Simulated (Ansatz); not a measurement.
# Convergence test for CsSnI₃ (Pnma, 20 atoms in the cell)

```
CELL_PARAMETERS angstrom
      8.52351     0.00000     0.00000
      0.00000    12.02665     0.00000
      0.00000     0.00000     8.49505
ATOMIC_POSITIONS crystal
  Cs 0.48770 0.25000 0.99160
  Cs 0.98770 0.25000 0.50840
  Cs 0.51230 0.75000 0.00840
  Cs 0.01230 0.75000 0.49160
  Sn 0.00000 0.00000 0.00000
  Sn 0.50000 0.50000 0.50000
  Sn 0.00000 0.50000 0.00000
  Sn 0.50000 0.00000 0.50000
  I  0.03130 0.25000 0.05860
  I  0.53130 0.25000 0.44140
  I  0.96870 0.75000 0.94140
  I  0.46870 0.75000 0.55860
  I  0.28800 0.53700 0.21300
  I  0.78800 0.96300 0.28700
  I  0.71200 0.03700 0.78700
  I  0.21200 0.46300 0.71300
  I  0.71200 0.46300 0.78700
  I  0.21200 0.03700 0.71300
  I  0.28800 0.96300 0.21300
  I  0.78800 0.53700 0.28700
```

Method of the run: revPBE, default PAW files made with PBE (plane waves; Ansatz, an electronic-structure program).

The starting cell was generated: these elements placed on a structure prototype, without a prior relaxation; it need not be a known phase or ordering of this composition. Spin-orbit coupling is off. In the base run, with a pressure of about 4 GPa the cell is away from its equilibrium volume at this level. Ansatz's pressure includes its estimate of the finite-basis (Pulay) stress.

Held fixed: kpoints.mp_grid.grid = 2 1 2; hamiltonian.xc = revpbe; hamiltonian.pseudopotentials = {kind: paw} (the program's default PAW files); scf.occupations.method = fermi_dirac; scf.occupations.width = 0.1 eV.

ΔF is the free energy per atom less that of the last row (840 eV).

The first pressure column holds Ansatz's estimate of the finite-basis (Pulay) stress, which hides part of the cutoff error; the other is without it.

```tsv
basis.ecutwfc	ΔF (meV/atom)	pressure (GPa)	largest force (eV/Å)	gap on the mesh (eV)	pressure at a fixed set of plane waves (GPa)	plane waves	iterations
170 eV	23358.9	4.67	0.376	0.995	-411.46	4341	8
210 eV	4188.5	4.75	0.519	0.579	-89.93	5989	8
250 eV	709.9	4.00	0.445	0.446	-16.35	7739	7
295 eV	___	3.93	0.443	0.417	1.09	10021	7
335 eV	___	3.92	0.444	0.414	3.58	12079	8
380 eV	1.35	3.92	0.444	0.414	3.90	14671	8
420 eV	0.81	3.92	0.443	0.414	3.90	17017	8
485 eV	0.21	3.91	0.443	0.414	3.91	21139	8
545 eV	0.12	3.91	0.443	0.414	3.91	25181	8
630 eV	0.06	3.91	0.443	0.414	3.91	31253	8
735 eV	0.04	3.91	0.443	0.414	3.91	39425	8
840 eV	0.00	3.91	0.443	0.414	3.91	48157	7
```

### Question
Complete the blanks.

### Answer

- 295 eV, ΔF (meV/atom): 71.9
- 335 eV, ΔF (meV/atom): 7.2

Keys are those of Ansatz 0.2.
